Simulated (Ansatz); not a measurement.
# Parameter sweep on Si3N4 (P6_3/m, 14 atoms in the cell)

```
CELL_PARAMETERS angstrom
      7.73078     0.00000     0.00000
     -3.86539     6.69505     0.00000
      0.00000     0.00000     2.95343
ATOMIC_POSITIONS crystal
  Si 0.23108 0.82495 0.75000
  Si 0.76892 0.17505 0.25000
  Si 0.40613 0.23108 0.25000
  Si 0.59387 0.76892 0.75000
  Si 0.17505 0.40613 0.75000
  Si 0.82495 0.59387 0.25000
  N  0.33333 0.66667 0.75000
  N  0.66667 0.33333 0.25000
  N  0.96919 0.66985 0.75000
  N  0.03081 0.33015 0.25000
  N  0.29934 0.96919 0.25000
  N  0.70066 0.03081 0.75000
  N  0.33015 0.29934 0.75000
  N  0.66985 0.70066 0.25000
```

Base run A: PBE, PAW files (Ansatz, a program for electronic structure), self-consistent single point.

Its settings: basis.ecutwfc = 420 eV; kpoints.mp_grid.grid = 3 3 6; hamiltonian.xc = pbe; hamiltonian.pseudopotentials = {kind: paw} (the program's default PAW files); scf.occupations.method = fixed.

The starting cell comes from a database of computed structures (which also holds hypothetical and non-ambient phases and stackings), without a prior relaxation at this level. Its lattice was rescaled by a random factor within 2.5 % of one. In the base run, with a pressure of about -6 GPa the cell is away from its equilibrium volume at this level. Ansatz's pressure includes its estimate of the finite-basis (Pulay) stress.

ΔF is the free energy per atom less that of run A. 

Run A gave: pressure (GPa) -6.13; largest force (eV/Å) 0.055; gap on the mesh (eV) 4.137; iterations 9.

Runs:
- B: scf.mixing.algorithm, scf.mixing.ndim = anderson, default
- C: scf.mixing.algorithm, scf.mixing.ndim = anderson, 1
- D: scf.mixing.algorithm, scf.mixing.ndim = broyden, default
- E: scf.mixing.algorithm, scf.mixing.ndim = broyden, 1
- F: scf.mixing.algorithm, scf.mixing.ndim = msr1, default
- G: scf.mixing.algorithm, scf.mixing.ndim = msr1, 12

Which runs reach the base run's state, and which is quickest in iterations?

Runs B, C, D, E, F, G reached the same state as A (within 1 meV/atom). The fewest iterations to that state were 9 (A, F, G); the most were 24.

```csv
run,ΔF (meV/atom),pressure (GPa),largest force (eV/Å),gap on the mesh (eV),iterations
A,0.00,-6.13,0.055,4.137,9
B,0.00,-6.13,0.055,4.137,10
C,0.00,-6.13,0.055,4.137,24
D,0.00,-6.13,0.055,4.137,10
E,0.00,-6.13,0.055,4.137,15
F,0.00,-6.13,0.055,4.137,9
G,0.00,-6.13,0.055,4.137,9
```

Keys are those of Ansatz 0.2.
